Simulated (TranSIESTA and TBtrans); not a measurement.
Run with TranSIESTA and TBtrans (open boundaries, self-consistent; PseudoDojo norm-conserving potentials, scalar-relativistic): Spin polarized, PAO.BasisSize SZP, PAO.EnergyShift 0.15 eV, XC.Authors PBE, Mesh.Cutoff 200 Ry, ElectronicTemperature 300 K, TS.Voltage 0.0 eV, TBT.Elecs.Eta 0.001 eV.

System: Sn chain with one Ni atom in place of Sn. Leads: straight Sn chain, spacing 2.75 Å. Geometry: 3 atoms about the centre moved by SIESTA (PBE, DZP) to a largest force of 0.02 eV/Å, all others as built, motion along the axis alone. Transport runs along z; the first 4 and the last 4 of the 15 atoms are the lead cells, repeated to infinity.

```xyz
15
Lattice="9.000 0.000 0.000 0.000 9.000 0.000 0.000 0.000 40.700" Properties=species:S:1:pos:R:3 pbc="F F T"
Sn     4.500     4.500     0.000
Sn     4.500     4.500     2.750
Sn     4.500     4.500     5.500
Sn     4.500     4.500     8.250
Sn     4.500     4.500    11.000
Sn     4.500     4.500    13.750
Sn     4.500     4.500    16.531
Ni     4.500     4.500    18.975
Sn     4.500     4.500    21.420
Sn     4.500     4.500    24.200
Sn     4.500     4.500    26.950
Sn     4.500     4.500    29.700
Sn     4.500     4.500    32.450
Sn     4.500     4.500    35.200
Sn     4.500     4.500    37.950
```
Starting moments (μB): atom 8 +1.2.

Predict: conductance at 300 K (G0 = 2e²/h); thermopower (μV/K); mean T from −0.5 to 0.5 eV.

conductance at 300 K (G0 = 2e²/h): 2.22; thermopower (μV/K): -3.3; mean T from −0.5 to 0.5 eV: 2.20. Moments were seeded on the central atoms alone, and one start was tried. The straight chain is held at its spacing; free chains may zigzag or dimerise.
